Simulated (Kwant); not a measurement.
Device: In0.53Ga0.47As/In0.52Al0.48As stack with 3 barriers. One parabolic valley. Leads of mass 0.041 mₑ with the band edge at 0; grid 0.1 nm; bias swept from 0.0208 to 0.43967 V, dropping linearly over the stack. Emitter Fermi level 0.033 eV, 4 K, equal in the collector.

```
layer  thickness (nm)  band offset (eV)  mass (mₑ)
-----  --------------  ----------------  ---------
1                 2.4              0.52      0.075
2                 4.5                 0      0.041
3                 2.4              0.52      0.075
4                 4.5                 0      0.041
5                 2.4              0.52      0.075
```

The device is made up for the run: typed textbook-type constants, with dimensions and the other settings drawn at random.

Kwant, one-band effective-mass tight-binding model in one dimension, coherent, no space charge, current by the Tsu-Esaki formula.

Q: Tabulate J (A/cm²) against bias (V).

A: 
| bias (V) | J (A/cm²) |
|---|---|
| 0.02080 | 0.0264 |
| 0.04698 | 0.0772 |
| 0.07316 | 0.221 |
| 0.09934 | 0.723 |
| 0.1255 | 3.35 |
| 0.1517 | 119 |
| 0.1779 | 531 |
| 0.2041 | 51.3 |
| 0.2302 | 19.3 |
| 0.2564 | 16.4 |
| 0.2826 | 19.0 |
| 0.3088 | 27.4 |
| 0.3350 | 50.7 |
| 0.3611 | 164 |
